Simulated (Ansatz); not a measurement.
We consider C11b MoSi2, described by PBE-D3(BJ) (Ansatz, a program for electronic structure, PAW).

Numerical settings: plane-wave cutoff 520 eV, 28×28×28 k mesh, Fermi–Dirac smearing 0.039 eV (set by the program), no spin polarisation, scalar-relativistic PAW data made under PBE.

Computed at the level's own relaxed cell.

```yaml
crystal:
  lattice:
    - [-1.58928, 1.58928, 3.89787]
    - [1.58928, -1.58928, 3.89787]
    - [1.58928, 1.58928, -3.89787]
  atoms:
    - { symbol: Si, position: [0.66537, 0.66537, 0.00000] }
    - { symbol: Si, position: [0.33463, 0.33463, 0.00000] }
    - { symbol: Mo, position: [0.00000, 0.00000, 0.00000] }
```

Task: Give the elastic tensor (Voigt notation, GPa, ions relaxed, in the Cartesian axes of the cell as printed).

Result: 
```
  420.9   121.5    95.4     0.0     0.0     0.0
  121.5   420.9    95.4     0.0     0.0     0.0
   95.4    95.4   538.3     0.0     0.0     0.0
    0.0     0.0     0.0   212.6     0.0     0.0
    0.0     0.0     0.0     0.0   212.6     0.0
    0.0     0.0     0.0     0.0     0.0   210.1
```

Measured, for comparison: elastic constant C11 417 GPa, elastic constant C12 104 GPa, elastic constant C44 204 GPa, elastic constant C33 514 GPa, elastic constant C13 83.8 GPa, elastic constant C66 194 GPa (temperature not stated, not corrected to a static lattice; as tabulated in Friák et al. (2018), doi:10.3390/nano8121057). Computed (rounded) less measured: elastic constant C11 +1.0 %, elastic constant C12 +17 %, elastic constant C44 +4 %, elastic constant C33 +5 %, elastic constant C13 +14 %, elastic constant C66 +8 %. A static lattice is as a rule a little smaller and stiffer than an uncorrected measurement, which narrows the difference in the elastic constant C44, elastic constant C33, elastic constant C66 and would widen misses of the other sign.

Note: the dispersion coefficients are held fixed in the derivatives.
